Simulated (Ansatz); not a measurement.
O vacancy (V_O) in wurtzite ZnO (start: the O site; 96-site cell, 2×2×2 shifted sampling), charge +2. Level of theory: PBE, PAW (plane waves to 420 eV; Ansatz, a quantum-chemistry and plane-wave program).

- total energy of the defect cell: -186015.3420 eV
- total energy of the perfect cell: -186568.6569 eV
- μ(O) in O2 molecule in a box, atoms added −1: -564.9684 eV
- Δμ(O), Zn-rich: -2.846 eV
- valence-band maximum on the cell's zero: 6.706 eV
- image correction with alignment: 0.472 eV
- Fermi level above the maximum: 0.20 eV

Problem. Work out the formation energy.

Solution. E_f = E(defect) − E(perfect) − Σ n μ + q (E_VBM + E_F) + E_corr = 553.315 − (567.814) + (13.813) + (0.472) = -0.22 eV.
